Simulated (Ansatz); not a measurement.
Base system: GaAs in the rock salt structure (space group Fm-3m, No. 225; a hypothetical phase, not in the database extracts checked; relaxed with 0.1 eV smearing).

```
GaAs
1.0
    0.00000     2.69684     2.69684
    2.69684     0.00000     2.69684
    2.69684     2.69684     0.00000
As Ga
1 1
Cartesian
  0.00000   0.00000   0.00000
  2.69684   2.69684   2.69684
```

Cartesian axes are those of the cell as printed.

The values are results of PBE (Ansatz, a quantum-chemistry and plane-wave program; PAW; 420 eV plane waves; without spin-orbit coupling), earlier PAW set, not measurements.

One thing is altered: uniaxial strain ε_yy = +4.19 %, all other strain components held at zero, atoms relaxed at fixed cell.

Question: Predict the stress tensor and what it implies for the stiffness.

Answer: Stress of the strained cell less that of the base (GPa, compression positive):
```
   -1.4     0.0     0.0
    0.0    -4.3     0.0
    0.0     0.0    -1.4
```

Then −Δσ_ii/ε with ε = 0.0419 gives secant stiffness values (nonlinear terms included at this strain): C22 ≈ 104 GPa, C12 ≈ 34 GPa and C23 ≈ 34 GPa.

As a check, the harmonic strain energy −½ V₀ Δσ:ε is 11 meV/atom; the computed energy rise is 12 meV/atom.

Stability against distortions was not tested. The final runs are not spin-polarised.
